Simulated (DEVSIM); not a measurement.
System: abrupt GaP n-p junction, at 400 K.

Layer 1 from the left is GaP, thickness (μm) 19.0, Nd (cm⁻³) 1.3e19, τn (s) 3.8e-7, τp (s) 3.8e-7. Layer 2 from the left is GaP, thickness (μm) 2.90, Na (cm⁻³) 2.7e15, τn (s) 3.8e-7, τp (s) 3.8e-7.

Left contact: ohmic. Right contact: ohmic. Voltage is applied to the left contact. Recombination: SRH at mid-gap, radiative, Auger. Mobility is constant in doping.

The device is made up for the run: typed textbook-type constants, with dimensions and the other settings drawn at random. Values at 300 K; Nc and Nv go as T^1.5, mobilities as T to minus their exponent, the gap by Varshni's rule with the affinity fixed.

GaP: gap (eV) 2.26, affinity (eV) 3.8, permittivity 11.1, Nc (cm⁻³) 1.8e19, Nv (cm⁻³) 1.9e19, μn (cm²/Vs) 250, μp (cm²/Vs) 150, T exponent of μn 1.6, T exponent of μp 1.98, B (cm³/s) 1e-13, Cn (cm⁶/s) 1e-30, Cp (cm⁶/s) 1e-30, Varshni α (eV/K) 0.00058, Varshni β (K) 372.

DEVSIM, 1D drift-diffusion, Boltzmann statistics, complete ionisation; no tunnelling, impact ionisation, image-force lowering or self-heating.

Dark forward current:

```tsv
|V| (V)	|J| (A/cm²)
0.25	1.097e-11
0.50	4.693e-10
0.70	9.648e-9
0.75	2.078e-8
0.80	4.527e-8
0.85	1.005e-7
0.90	2.305e-7
0.95	5.580e-7
1.00	1.463e-6
1.05	4.251e-6
1.10	1.377e-5
1.15	4.905e-5
1.20	0.0001870
1.25	0.0007448
1.30	0.003040
1.35	0.01257
1.40	0.05217
1.45	0.2153
1.50	0.8639
1.55	3.206
1.60	10.38
1.65	28.91
1.70	71.59
1.75	163.3
1.80	350.7
1.85	713.9
```

Question: Work out the local ideality factor n = ΔV / (kT/q · ln(J2/J1)) between the rows 0.25 and 0.50 V, 1.35 and 1.40 V, 1.80 and 1.85 V.

Answer: kT/q = 34.47 mV. From 0.25 to 0.50 V: ln(4.693e-10/1.097e-11) = 3.756, n = 1.93, near the 2 of recombination in the depletion region. From 1.35 to 1.40 V: ln(0.05217/0.01257) = 1.423, n = 1.02, near the 1 of diffusion or emission over a barrier. From 1.80 to 1.85 V: ln(713.9/350.7) = 0.711, n = 2.04.

Question: Estimate the current at 1.35 V from the Shockley equation with J0 = Σ q ni² D/(N L) coth(W/L), τ joining the SRH, radiative and Auger lifetimes that are on, and W taken as the whole layer.

Answer: ni² = 9.34e10 cm⁻⁶; holes in the n layer: μ = 84.9 cm²/Vs, D = 2.93 cm²/s, τ = 5.78e-9 s, L = 1.30 μm, W/L = 15, term 2.59e-23 A/cm²; electrons in the p layer: μ = 158 cm²/Vs, D = 5.44 cm²/s, τ = 3.80e-7 s, L = 14.4 μm, W/L = 0.20, term 1.05e-19 A/cm². J0 = 1.05e-19 A/cm², and J = J0 exp(qV/kT) = 0.0108 A/cm². The simulation gives 0.0126 A/cm²; the estimate lies 14 % below. The estimate leaves out recombination in the depletion region and that region's share of W.
